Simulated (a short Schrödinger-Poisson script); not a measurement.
## MOS inversion layer, SiO2 on p-type Si(111)

Stack: MOS inversion layer, SiO2 on p-type Si(111), at 300 K.

```csv
layer,material,thickness (nm),Na (cm⁻³)
1,SiO2,1.9,-
2,Si,730,3.5e17
```

The device is made up for the run: typed textbook-type constants, with dimensions and the other settings drawn at random. SiO2: permittivity 3.9, conduction-band edge (eV) 3.15, gap (eV) 9, electron mass (mₑ) 0.5. Si: permittivity 11.7, conduction-band edge (eV) 0, gap (eV) 1.124, Nv at 300 K (cm⁻³) 3.1e19.

Channel valleys (confinement mass, in-plane density-of-states mass, number): Δ6 0.258, 0.358, 6. At the gate the conduction-band edge of layer 1 lies 3.52 eV − eVg above the Fermi level of the channel; the field vanishes at the back. Gaps are held at their typed values at every temperature. Mesh 0.03 nm at interfaces.

From a short Schrödinger-Poisson script (our own, NumPy): 1D Poisson equation in equilibrium, electrons quantum, Hartree (BenDaniel-Duke, 12 states a valley, the channel's in-plane mass for all, wave functions ending at the dielectric), parabolic valleys, classical holes, full ionisation, no traps, pinning or gate leakage.

| Vg (V) | electrons (cm⁻²) | C (μF/cm²) | Δ6 E0 (meV) | Δ6 E1 (meV) |
|---|---|---|---|---|
| 0.2 | 1.45e6 | 0.188 | 430.3 | 507.7 |
| 0.4 | 1.06e9 | 0.174 | 259.5 | 344.2 |
| 0.6 | 2.85e11 | 0.793 | 114.4 | 206.0 |
| 0.8 | 1.58e12 | 1.22 | 69.2 | 168.5 |
| 1 | 3.17e12 | 1.33 | 50.2 | 156.7 |
| 1.2 | 4.86e12 | 1.38 | 38.1 | 151.2 |
| 1.4 | 6.60e12 | 1.41 | 29.1 | 148.4 |
| 1.6 | 8.38e12 | 1.44 | 21.8 | 146.9 |
| 1.8 | 1.02e13 | 1.46 | 15.6 | 146.2 |
| 2 | 1.20e13 | 1.47 | 10.2 | 145.9 |

Gate voltages with under 1e6 electrons/cm² are left out.

Subbands count from the Fermi level.
